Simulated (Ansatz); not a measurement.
Take Ge (space group Pm-3n, No. 223; a hypothetical phase, not in the database extracts checked) as the base.

```
Ge
1.0
    5.32261     0.00000     0.00000
    0.00000     5.32261     0.00000
    0.00000     0.00000     5.32261
Ge
8
Direct
  0.25000   0.00000   0.50000
  0.75000   0.00000   0.50000
  0.00000   0.50000   0.25000
  0.00000   0.50000   0.75000
  0.50000   0.25000   0.00000
  0.50000   0.75000   0.00000
  0.00000   0.00000   0.00000
  0.50000   0.50000   0.50000
```

Cartesian axes are those of the cell as printed.

Level of theory: PBEsol/PAW in Ansatz (an electronic-structure program), no SOC.

Base values:

Shortest interatomic distance: 5.029 bohr
Pressure: 0.0 GPa

Perturbation: the cell is stretched by 2.02 % along y with no lateral relaxation; the atoms relax in the strained cell.

**Question.** How does this affect the shortest interatomic distance?

**Answer.** The shortest interatomic distance falls by 0.008 bohr, from 5.029 bohr to 5.021 bohr.

**Question.** Estimate the effect on the pressure.

**Answer.** The pressure (mean of the normal stresses, compression positive) goes from zero to -1.4 GPa.

**Question.** What does the calculation give for the energy relative to the base after the change?

**Answer.** The energy goes up by 1.9 meV/atom.

Without a gap, meshes like the base's 9×9×9 leave anisotropic stresses uncertain by several tenths of a GPa, and small strain energies with them. No phonon test of stability was made.
